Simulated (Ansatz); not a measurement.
## CdS: energy against volume

CdS (zinc blende, F-43m, 23.846 Å³/atom and stress up to 0.01 GPa in the relaxed cell, cube axes along x, y and z) under an equal strain ε along all three axes. LDA in Ansatz, a plane-wave DFT program (PAW, default set), 420 eV, 10×10×10 Γ-centred mesh, Fermi-Dirac smearing 0.05 eV; ions are relaxed, or left where forces stay under 0.02 eV/Å, within the symmetry of each cell.

Here V stands for volume and E for E less E0.

| volume (Å³/atom) | E less E0 (meV/atom) | pressure (GPa) |
|---|---|---|
| 22.4434 | 19.60 | 4.74 |
| 22.7887 | 10.83 | 3.42 |
| 23.1375 | 4.72 | 2.20 |
| 23.4899 | 1.16 | 1.06 |
| 23.8458 | 0.00 | 0.00 |
| 24.2052 | 1.12 | -0.98 |
| 24.5683 | 4.40 | -1.90 |
| 24.9350 | 9.72 | -2.74 |
| 25.3053 | 16.98 | -3.53 |
| 26.0569 | ? | ? |

Fit E of the 9 rows that show it with the third-order Birch-Murnaghan form, a cubic in V^(-2/3). With u = V^(-2/3) - 0.1208, the rows have u = 0.0048823, 0.0036095, 0.0023560, 0.0011212, -0.0000950, -0.0012928, -0.0024732, -0.0036361, -0.0047819. Least squares gives E = 0.008 + 148.0·u + 782345·u² + 1918133·u³. Residuals (row less fit): -0.002, 0.005, -0.004, 0.000, -0.001, 0.000, 0.002, -0.001, 0.000; standard error 0.003 (degrees of freedom: 5). Its minimum lies at u = -0.0000946, so V0 = (0.1207054)^(-3/2) = 23.85. There d²E/du² = 1564000 and d³E/du³ = 1.151e7, so B0 = (4/9) × 23.85^(-7/3) × 1564000 × 0.160218 = 68.0 GPa (the last factor turns the table's units into GPa), and B0' = 4 + (2/3) × 0.1207054 × (1.151e7)/1564000 = 4.6. B0' rests on the cubic coefficient alone and has a standard error of 0.1 from these residuals.

Task: Predict the withheld E at V = 26.0569 from the fit, and compare with the calculation.

Result: u = -0.0070238, so E = 0.008 + 148.0 × (-0.0070238) + 782345 × (-0.0070238)² + 1918133 × (-0.0070238)³ = 36.900 meV/atom. The calculation gives 36.89 meV/atom, 0.010 meV/atom below the prediction (0.0 % of the range of E in the table). The row lies outside the fitted rows, so this is an extrapolation. The scatter of the fitted rows lies at the last printed digit.

Other structures, which can take over under pressure, weren't tried. The same form fitted to the pressure column gives B0' = 4.6; series where the two differ by over 0.4 aren't shown. CdS is here a metastable form; wurtzite is the usual one. Rows are the converged runs of the series near zero and its far end, less any whose ions stayed unrelaxed beside relaxed ones; series whose fitted rows scatter by over a few per cent of the range, as at a crossing or softening among them, aren't shown in this form.
